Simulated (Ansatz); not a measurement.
Band structure of Mg3Sc (P6_3/mmc, 8 atoms in the cell).

```yaml
crystal:
  lattice:
    - [6.27633, 0.00000, 0.00000]
    - [-3.13816, 5.43546, 0.00000]
    - [0.00000, 0.00000, 4.98828]
  atoms:
    - { symbol: Mg, position: [0.16662, 0.33324, 0.25000] }
    - { symbol: Mg, position: [0.83338, 0.66676, 0.75000] }
    - { symbol: Mg, position: [0.83338, 0.16662, 0.75000] }
    - { symbol: Mg, position: [0.16662, 0.83338, 0.25000] }
    - { symbol: Mg, position: [0.66676, 0.83338, 0.25000] }
    - { symbol: Mg, position: [0.33324, 0.16662, 0.75000] }
    - { symbol: Sc, position: [0.66667, 0.33333, 0.25000] }
    - { symbol: Sc, position: [0.33333, 0.66667, 0.75000] }
```

Method: PBEsol, PAW files made with PBE (plane waves; Ansatz, a first-principles code).

Settings: basis.ecutwfc = 420 eV; kpoints.mp_grid.grid = 4 4 5; hamiltonian.xc = pbesol; hamiltonian.pseudopotentials = {kind: paw} (the program's default PAW files); scf.occupations.method = fermi_dirac; scf.occupations.width = 0.1 eV; kpoints.band_path.npoints = 8.

The starting cell comes from a database of computed structures (which also holds hypothetical and non-ambient phases and stackings), without a prior relaxation at this level. Its lattice was rescaled by a random factor within 2.5 % of one.

Levels in eV from the Fermi level, bands 39 to 46:
```
point     39     40     41     42     43     44    45    46
-----  -----  -----  -----  -----  -----  -----  ----  ----
Γ      -1.67  -0.97  -0.13   0.32   0.32   1.04  1.04  1.23
M      -0.46  -0.19  -0.10  -0.06   0.50   0.60  1.53  1.64
K      -0.77  -0.11  -0.11   0.15   0.15   0.62  1.81  1.86
A      -0.67  -0.67  -0.56  -0.56  -0.56  -0.56  0.73  0.73
L      -1.54  -1.54   0.23   0.23   1.18   1.18  1.34  1.34
H      -0.17  -0.17  -0.05  -0.05   1.01   1.01  1.31  1.31
```

Bands cross the Fermi level along this path, so the cell is metallic at this level.

Keys are those of Ansatz 0.2.
